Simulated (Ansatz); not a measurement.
A self-consistent single point of BW₂ (I4, 6 atoms in the cell) with Ansatz (a first-principles code)

Method: PBEsol, default PAW files made with PBE (plane waves; Ansatz).

Input:

Ansatz 0.2 input:
```yaml
crystal:
  lattice:
    - [-2.769667, 2.769667, 2.371025]
    - [2.769667, -2.769667, 2.371025]
    - [2.769667, 2.769667, -2.371025]
  atoms:
    - { symbol: B, position: [0.260544, 0.260544, 0.000000] }
    - { symbol: B, position: [0.750000, 0.750000, 0.000000] }
    - { symbol: W, position: [0.670310, 0.829690, 0.500000] }
    - { symbol: W, position: [0.329690, 0.170310, 0.500000] }
    - { symbol: W, position: [0.829690, 0.329690, 0.159380] }
    - { symbol: W, position: [0.170310, 0.670310, 0.840620] }
basis:
  ecutwfc: 420.0
kpoints:
  mp_grid: { grid: [6, 6, 6] }
hamiltonian:
  xc: pbesol
  pseudopotentials: { kind: paw }
scf:
  occupations: { method: gaussian, width: 0.1 }
output:
  forces: true
  eigenvalues: true
  stress: true
```

Output (repeated stretches shortened):

```
WARN ansatz: RAYON_NUM_THREADS=1 ignored (pool sized by the plan → 1); use --threads N
Pseudopotentials: kind: paw
Pseudopotential: B, paw, valence charge 3
Pseudopotential: W, paw, valence charge 14
Crystal: 6 atoms, lattice volume = 72.753 Å³
Basis set: ecut = 420 eV, 1423 PW (Γ), exchange–correlation on 64×64×64 points (8 copies of the dense FFT grid, shifted against one another)
Bands: 38, of which v1, the nominal top of the filled ones, is band 31 counted from 1 (30 counted from 0)
Symmetry: 4 space group operations
Space group: I4 (ITA 79), of the structure as read, at distance tolerance 4.2e-5 Å
k-points: 36 of 216 (time reversal used)
PAW frozen core: B, regenerated for the run's functional, and the local potential with it
PAW frozen core: W, regenerated for the run's functional, and the local potential with it
Initial density: superposition of atomic densities (neutral atoms: chi_scale 0, normalization atom), corrected by the library's trained network
Initial wavefunctions: pseudopotential atomic-orbital guess
Eigensolver: davidson
Functional: x = pbesol(κ = 0.804, μ = 0.12345679012345678), c = pbesol(β = 0.046)
SCF iter   1: F=—  HF=-41333.421763 eV  |F-HF|=—  |Δ(HF+E_count)|=         —  Δρ=6.22e-3  dr2=2.73e-2  ethr=1.77e-3  ⟨swp⟩=5.6  Hψ=5418  notcnv=0
all-band conjugate gradients solve this SCF's bands
preconditioner: auto → Kerker (q_TF=auto, 2.657 Å⁻¹)
SCF iter   2: F=—  HF=-41333.417298 eV  |F-HF|=—  |Δ(HF+E_count)|=   4.47e-3  Δρ=3.48e-3  dr2=8.17e-3  ethr=4.41e-5  ⟨swp⟩=1.0  Hψ=1657  notcnv=0
SCF iter   3: F=—  HF=-41333.415575 eV  |F-HF|=—  |Δ(HF+E_count)|=   1.72e-3  Δρ=3.17e-4  dr2=5.28e-5  ethr=1.32e-5  ⟨swp⟩=2.0  Hψ=1819  notcnv=0
SCF iter   4: F=—  HF=-41333.415567 eV  |F-HF|=—  |Δ(HF+E_count)|=   7.95e-6  Δρ=4.75e-5  dr2=1.04e-6  ethr=8.52e-8  ⟨swp⟩=2.0  Hψ=1869  notcnv=0
iter 5 did not close the SCF: its close was put off for the readings that it lacked (scf_convergence_deferred on its scf_iter line)
SCF iter   5: F=-41333.415567 eV  HF=-41333.415567 eV  |F-HF|=2.05e-8  |Δ(HF+E_count)|=   1.65e-7  Δρ=8.09e-6  dr2=4.18e-8  ethr=1.68e-9  ⟨swp⟩=2.0  Hψ=1824  notcnv=0
SCF iter   6: F=-41333.415567 eV  HF=-41333.415567 eV  |F-HF|=1.24e-10  |Δ(HF+E_count)|=   1.17e-8  Δρ=9.83e-7  dr2=4.50e-10  ethr=6.74e-11  ⟨swp⟩=6.8  Hψ=5045  notcnv=0
SCF 1 converged in 6 iterations: F = -41333.415567 eV  dr2 = 4.50e-10
SCF converged after 6 iterations
Free energy (F): -41333.415567 eV
Harris-Foulkes:  -41333.415567 eV  (|F-HF|=1.24e-10)
Internal energy: -41333.401901 eV  (E = F + TS)
E sigma→0 (E₀):  -41333.408734 eV
Entropy (-TS):   -0.013667 eV (-2.278 meV/atom)
Fermi energy:    21.897476 eV
--- Per-component energies (eV) ---
  E_band       = -286.176838
  E_kinetic    = 1906.290360
  E_local      = -2510.720026  (includes V_loc(G=0)·N_el)
  E_nonlocal   = 33.184309
  E_hartree    = 917.982135
  E_xc         = -1129.056122
  E_vxc        = -1036.154203  (∫ρ·V_xc dr)
  E_paw        = -33895.550546  (= ΣΔE_a)
  E_vpaw       = -514.741330  (= ΣTr[D̂ρ^β])
  E_aug_tail   = -0.000236  (compensation charges beyond the density's cutoff)
  E_ewald      = -6656.448365
  E_core_change = 0.916591  (= ΣΔE_core)
  E_smearing   = -0.013667  (= −TS)
  E_closure    = 0.000000  (closes the sum)
  Σ components = -41333.415567   (vs F -41333.415567, Δ=0.00e0)
--- Forces (eV/Å), atoms counted from 1 ---
  atom   1  B      0.00000000    -0.00000000    -0.26796524
  atom   2  B      0.00000000     0.00000000    -0.05701547
  atom   3  W      0.23477026    -0.00594352     0.08124492
  atom   4  W     -0.23477026     0.00594352     0.08124492
  atom   5  W      0.00594352     0.23477026     0.08124492
  atom   6  W     -0.00594352    -0.23477026     0.08124492
  max |Σ_I F_I| component: 1.03e-6 eV/Å
--- Stress (GPa, compression-positive) ---
       -0.194426       0.000000       0.000000
       -0.000000      -0.194426       0.000000
        0.000000       0.000000       1.772093
  P = ⅓ Tr σ = 0.4611 GPa (4.611 kbar)
  The stress holds the Pulay correction. Without it, at fixed plane waves, as pw.x and ABINIT print it: P = 0.3516 GPa
--- Band table (eV; the first three rows and the last of 36) ---
  k-point 0: bands = ["-52.1958", "-52.1053", "-52.0303", "-52.0303", "-16.8169", "-16.7923", "-16.7923", "-16.7073", "-16.7073", "-16.5828", "-16.5068", "-16.2385", "-16.1706", "-15.8684", "-15.8569", "-15.8569", "9.5024", "13.4467", "15.8172", [...]
  k-point 1: bands = ["-52.1872", "-52.1068", "-52.0375", "-52.0303", "-16.8258", "-16.8222", "-16.7927", "-16.7062", "-16.6946", "-16.5359", "-16.4477", "-16.2809", "-16.1296", "-15.9281", "-15.8773", "-15.8618", "9.8402", "13.6595", "15.2966", [...]
  k-point 2: bands = ["-52.1668", "-52.1095", "-52.0554", "-52.0304", "-16.8747", "-16.7936", "-16.7723", "-16.6792", "-16.6628", "-16.4837", "-16.4108", "-16.3598", "-16.0502", "-16.0438", "-15.9064", "-15.8771", "10.7059", "14.2231", "14.4709", [...]
  k-point 35: bands = ["-52.1100", "-52.1100", "-52.0837", "-52.0590", "-17.1050", "-16.8887", "-16.8259", "-16.5968", "-16.5551", "-16.5551", "-16.2154", "-16.2144", "-16.0178", "-16.0178", "-15.9534", "-15.9534", "12.8806", "13.8702", "14.6653", [...]
```

The run converged in 6 iterations.

The starting cell comes from a database of computed structures (which also holds hypothetical and non-ambient phases and stackings), without a prior relaxation at this level. Its lattice was rescaled by up to half a per cent. One atom was moved a little off its site on purpose. Spin-orbit coupling is off. Spin polarisation is off. Ansatz's pressure includes its estimate of the finite-basis (Pulay) stress.
